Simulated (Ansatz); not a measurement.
Li on the 1x1 (110) surface of 3C silicon carbide (cut with top plane C + Si), one in a 1x1 cell, energies for each (13.6 Å²). Energies are against an atom of bcc Li, without zero-point or thermal terms; each row is named by its start. No converged result for: 1 more start.

Host crystal: 3C silicon carbide, with a band gap (PBE, scalar-relativistic without spin-orbit coupling).

All values below come from PBE (plane waves to 420 eV, PAW; Ansatz, a first-principles code).

Slab: 13 atoms, 7.7 Å thick at the start under the adsorbate (thin: gaps and levels are the slab's own); k 6x6x1, smearing 0.01 eV, dipole-corrected; 6 atoms held, the rest relaxed; each run with such symmetry as its start has; spin-polarised, no spin-orbit, no U, no dispersion correction.

A negative adsorption energy means that the adsorbate is more stable on the surface than in its reference. Starts that drift may end in the same place. Heights count from the host atoms within 0.3 Å of the top one. Moments of ungapped slabs depend on the mesh.

```json
[
 {"starting site": "top C", "E_ads (eV)": "-0.64", "height (Å)": "1.35", "nearest host atom (Å)": "C 2.05", "bonded to": "C + 2 Si", "change of the vacuum step (eV)": "-2.58", "lateral drift (Å)": "1.6", "moment (μB)": "0.9"},
 {"starting site": "top Si", "E_ads (eV)": "-0.84", "height (Å)": "1.15", "nearest host atom (Å)": "C 2.17", "bonded to": "2 C + 2 Si", "change of the vacuum step (eV)": "-2.61", "lateral drift (Å)": "2.0", "moment (μB)": "1.0"},
 {"starting site": "over Si at depth 1.5 Å", "E_ads (eV)": "-0.64", "height (Å)": "1.35", "nearest host atom (Å)": "C 2.05", "bonded to": "C + 2 Si", "change of the vacuum step (eV)": "-2.57", "lateral drift (Å)": "0.5", "moment (μB)": "0.9"},
 {"starting site": "hollow beside Si", "E_ads (eV)": "-0.84", "height (Å)": "1.15", "nearest host atom (Å)": "C 2.17", "bonded to": "2 C + 2 Si", "change of the vacuum step (eV)": "-2.62", "lateral drift (Å)": "1.1", "moment (μB)": "1.0"},
 {"starting site": "hollow C-C-Si-Si", "E_ads (eV)": "-0.84", "height (Å)": "1.14", "nearest host atom (Å)": "C 2.17", "bonded to": "2 C + 2 Si", "change of the vacuum step (eV)": "-2.61", "lateral drift (Å)": "0.3", "moment (μB)": "1.0"},
 {"starting site": "bridge C-Si (span 3.9 Å)", "E_ads (eV)": "-0.84", "height (Å)": "1.15", "nearest host atom (Å)": "C 2.17", "bonded to": "2 C + 2 Si", "change of the vacuum step (eV)": "-2.62", "lateral drift (Å)": "1.0", "moment (μB)": "1.0"}
]
```
